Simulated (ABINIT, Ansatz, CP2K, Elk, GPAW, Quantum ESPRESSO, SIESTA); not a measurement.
**Code comparison for PbSe (Fm-3m, 2 atoms in the cell)**

Self-consistent single point, at a second geometry (lattice scaled by 0.98). First geometry:

```
CELL_PARAMETERS angstrom
      0.00000     3.06000     3.06000
      3.06000     0.00000     3.06000
      3.06000     3.06000     0.00000
ATOMIC_POSITIONS crystal
  Pb 0.00000 0.00000 0.00000
  Se 0.50000 0.50000 0.50000
```

Shared settings, as Ansatz (an electronic-structure program) writes them: kpoints.mp_grid.grid = 6 6 6; scf.occupations.method = fermi_dirac; scf.occupations.width = 0.01 eV. Potentials and cutoffs stand in the table.

```csv
code,model,ΔF from the first geometry (meV/atom),pressure (GPa),gap on the mesh (eV),cutoff
Elk,"PBE, all-electron FP-LAPW, Elk's shipped species files, APW+lo basis with extra local orbitals",49.9,–,0.057,rgkmax 7.5
CP2K,"PBE, GPW, DZVP-MOLOPT-SR-GTH basis, GTH-PBE potentials (GTH_POTENTIALS)",43.6,6.21,0.123,grid 400 Ry
ABINIT,"PBE, norm-conserving pseudopotentials (PseudoDojo nc-sr-05 PBE standard)",43.9,6.22,0.070,43 Ha
Quantum ESPRESSO,"PBE, PseudoDojo standard norm-conserving (PBE) pseudopotentials",43.9,6.22,0.070,90 Ry
GPAW,"PBE, GPAW PAW datasets PBE (gpaw-data 1.0.1)",42.6,5.97,–,600 eV
Ansatz,"PBE, default PAW files",45.1,6.33,0.064,default
SIESTA,"GGA PBE, numerical atomic orbitals TZP, PseudoDojo PBE standard norm-conserving potentials (rewritten from UPF to PSML)",58.9,8.08,0.205,grid 400 Ry
```

A dash marks a value that a program does not give, or that is left out as unsure.

No gap is tabulated for GPAW: it is not read from that output, or partly filled or unconverged empty levels leave it unsure.

Gaps are read on the mesh.

On Ansatz's run: spin-orbit coupling is off.

The spread over the programs that give each value: ΔF from the first geometry within 16.3 meV/atom; pressure within 2.11 GPa; gap on the mesh within 0.148 eV.

CP2K and SIESTA use small atom-centred bases, whose incompleteness enters pressures, forces and empty levels differently from a plane-wave cutoff. Elk treats all electrons, but the usual bases taken here (sphere radii, linearisation, local orbitals, empty states) were not tested for convergence, so the values are no reference for the others. Ansatz's pressure is given at a fixed set of plane waves, as the other plane-wave codes print theirs. In the pressure, SIESTA (by 1.86) lies more than 1 GPa from the median of the plane-wave programs. In the gap, SIESTA (by 0.135) lies more than 0.12 eV from the median of the plane-wave programs.

The starting cell has typed, rounded lattice constants, without a prior relaxation at this level. For this run, on top of that: lattice scaled by 0.98.

Left out of this page: FLEUR (with a known weakness of the program).

Keys are those of Ansatz 0.2.
